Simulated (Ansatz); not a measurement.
The parent structure is MgO in the rock salt structure (space group Fm-3m, No. 225).

```yaml
crystal:
  lattice:
    - [0.00000, 2.10706, 2.10706]
    - [2.10706, 0.00000, 2.10706]
    - [2.10706, 2.10706, 0.00000]
  atoms:
    - { symbol: O, position: [0.00000, 0.00000, 0.00000] }
    - { symbol: Mg, position: [0.50000, 0.50000, 0.50000] }
```

Computed with Kohn–Sham DFT with the PBEsol functional, run in Ansatz (a program for electronic structure) with PAW and 420 eV plane waves, spin-orbit coupling left out.

One change was made to it. Results:

```json
[
 {"quantity": "band gap", "base": "4.62 eV", "after": "3.20 eV"},
 {"quantity": "volume per atom", "base": "9.35 Å³", "after": "16.80 Å³"}
]
```

Q: Which of these changes matches the shifts?
A) O → F
B) Mg → Ca
C) Mg → Sr

A: C, Mg → Sr. For comparison, the band gap in the other runs: O → F gives zero; Mg → Ca gives 3.54 eV.

Whether these cells are dynamically stable was not tested. As relaxed here, MgF is a hypothetical phase, not in the database extracts checked. All final runs are without spin polarisation. An odd electron count without spin: MgF.
